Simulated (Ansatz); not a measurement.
The starting structures come from a database of crystals and need not be the phases stable at ambient conditions.

Inside the gap of an insulator the Bloch states are evanescent, with a wavenumber k + iκ along the transport direction.

Input:

```yaml
crystal:
  lattice:
    - [7.68145, 0.00000, 0.00000]
    - [0.00000, 7.76582, 0.00000]
    - [3.84073, 2.58861, 2.21744]
  atoms:
    - { symbol: Rb, position: [0.00000, 0.50000, 0.00000] }
    - { symbol: Bi, position: [0.00000, 0.00000, 0.00000] }
    - { symbol: F, position: [0.12862, 0.79177, 0.15454] }
    - { symbol: F, position: [0.87138, 0.20823, 0.84546] }
    - { symbol: F, position: [0.58822, 0.66315, 0.54040] }
    - { symbol: F, position: [0.41178, 0.33685, 0.45960] }
    - { symbol: F, position: [0.28316, 0.07493, 0.30506] }
    - { symbol: F, position: [0.71684, 0.92507, 0.69494] }
```

Space group of this cell: R-3. The cell is taken as given; by r2SCAN its mean pressure is -1.6 GPa.

Transport runs along the normal of the first two printed cell vectors, the (100) plane of the conventional cell.

The gap is the functional's own, uncorrected, and κ follows it; spin-orbit coupling is left out. Mid-gap values are interpolated between the computed energies.

### Question
Predict the band gap and the smallest decay constant κ at mid-gap from r2SCAN (Ansatz, a program for electronic structure).

### Answer
Gap 3.58 eV on a 14×14×14 mesh; κ = 0.441 1/Å, at the zone centre.
